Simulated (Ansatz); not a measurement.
The starting structures come from a database of crystals and need not be the phases stable at ambient conditions.

 Where the default PAW files enter, the runs use the earlier of Ansatz's two default sets.

Tunnelling through a barrier is set by its complex band structure: the current falls as exp(−2κd) with the smallest κ.

Consider the following.

```yaml
crystal:
  lattice:
    - [6.60308, -0.93283, -0.13449]
    - [0.59606, 4.33677, 0.24779]
    - [-1.54610, -0.03912, 6.37722]
  atoms:
    - { symbol: V, position: [0.29204, 0.38963, 0.22485] }
    - { symbol: V, position: [0.70796, 0.61037, 0.77515] }
    - { symbol: V, position: [0.18333, 0.60528, 0.68989] }
    - { symbol: V, position: [0.81667, 0.39472, 0.31011] }
    - { symbol: O, position: [0.20164, 0.50577, 0.95982] }
    - { symbol: O, position: [0.79836, 0.49423, 0.04018] }
    - { symbol: O, position: [0.11333, 0.49640, 0.38406] }
    - { symbol: O, position: [0.88667, 0.50360, 0.61594] }
    - { symbol: O, position: [0.28969, 0.02635, 0.22609] }
    - { symbol: O, position: [0.71031, 0.97365, 0.77391] }
    - { symbol: O, position: [0.18306, 0.96680, 0.68855] }
    - { symbol: O, position: [0.81694, 0.03320, 0.31145] }
    - { symbol: O, position: [0.55316, 0.49835, 0.31055] }
    - { symbol: O, position: [0.44684, 0.50165, 0.68945] }
```

Space group of this cell: P-1. The cell was relaxed by PBE-D3(BJ); by r2SCAN its mean pressure is -3.0 GPa.

Transport runs along the normal of the first two printed cell vectors.

No gap correction and no spin-orbit coupling; mid-gap values are interpolated between computed energies.

Q: Give the band gap and the smallest decay constant κ at mid-gap that r2SCAN in Ansatz (an electronic-structure program) yields.

A: Gap 2.23 eV on a 6×8×6 mesh; κ = 0.420 1/Å, at (0.333, 0.125) of the in-plane reciprocal vectors. At the zone centre, at the nearest computed energy, the slowest state has κ = 0.45 1/Å.
